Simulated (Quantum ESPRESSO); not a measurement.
Worked example: self-consistent single point of CaBi3 (Pm-3m, 4 atoms in the cell) in Quantum ESPRESSO.

Method: PBEsol, PseudoDojo standard norm-conserving (PBESOL) pseudopotentials (plane waves; Quantum ESPRESSO).

```
CELL_PARAMETERS angstrom
      5.04167     0.00000     0.00000
      0.00000     5.04167     0.00000
      0.00000     0.00000     5.04167
ATOMIC_POSITIONS crystal
  Ca 0.50000 0.50000 0.50000
  Bi 0.50000 0.00000 0.00000
  Bi 0.00000 0.50000 0.00000
  Bi 0.00000 0.00000 0.50000
```

Reference input (self-consistent single point, DFT, PBEsol, plane waves, PseudoDojo standard norm-conserving (PBESOL) pseudopotentials): ecutwfc = 70 Ry; occupations = smearing; smearing = fermi-dirac; degauss = 0.0099958 Ry; potentials = {Ca: Ca.upf, Bi: Bi.upf}; K_POINTS = automatic 5 5 5 0 0 0; conv_thr = 1e-10 Ry. This run's input differs from it in these lines:

```diff
@@ -34,3 +34,3 @@
 K_POINTS automatic
-5 5 5  0 0 0
+10 10 10  0 0 0
```

Log, with long lists cut:

```
     Self-consistent Calculation

     iteration #  1     ecut=    70.00 Ry     beta= 0.70

---- Real-time Memory Report at c_bands before calling an iterative solver
           336 MiB given to the printing process from OS
           306 MiB allocation reported by mallinfo(arena+hblkhd)
------------------

     Threshold (ethr) on eigenvalues was too large:
     Diagonalizing with lowered threshold

---- Real-time Memory Report at c_bands before calling an iterative solver
           355 MiB given to the printing process from OS
           315 MiB allocation reported by mallinfo(arena+hblkhd)
------------------

   [... lines left out ...]

---- Real-time Memory Report at c_bands before calling an iterative solver
           370 MiB given to the printing process from OS
           342 MiB allocation reported by mallinfo(arena+hblkhd)
------------------

     total energy              =    -567.49550125 Ry
     estimated scf accuracy    <       0.00000002 Ry

     iteration #  8     ecut=    70.00 Ry     beta= 0.70

---- Real-time Memory Report at c_bands before calling an iterative solver
           372 MiB given to the printing process from OS
           344 MiB allocation reported by mallinfo(arena+hblkhd)
------------------
     End of self-consistent calculation

     the Fermi energy is    10.1726 ev

!    total energy              =    -567.49550126 Ry
     estimated scf accuracy    <          7.9E-11 Ry
     smearing contrib. (-TS)   =      -0.00859713 Ry
     internal energy E=F+TS    =    -567.48690413 Ry

     convergence has been achieved in   8 iterations

     Forces acting on atoms (cartesian axes, Ry/au):

     atom    1 type  1   force =     0.00000000    0.00000000    0.00000000
   [... zero for the other atoms too ...]

     Total force =     0.000000     Total SCF correction =     0.000000

          total   stress  (Ry/bohr**3)                   (kbar)     P=      -33.43
  -0.00022724   0.00000000   0.00000000          -33.43        0.00        0.00
   0.00000000  -0.00022724   0.00000000            0.00      -33.43        0.00
   0.00000000   0.00000000  -0.00022724            0.00        0.00      -33.43

   JOB DONE.
```

The run converged in 8 iterations. Against the reference run the free energy goes down by 2.7 meV/atom and the pressure moves little (-3.35 to -3.34 GPa). The full log also holds: “c_bands:  1 eigenvalues not converged”.

The starting cell comes from a database of computed structures (which also holds hypothetical and non-ambient phases and stackings), without a prior relaxation at this level. Its lattice was rescaled by a random factor within 2.5 % of one. Spin-orbit coupling is off. With a pressure of about -3 GPa the cell is away from its equilibrium volume at this level.

Cost on one core of a shared machine: roughly 4 min.
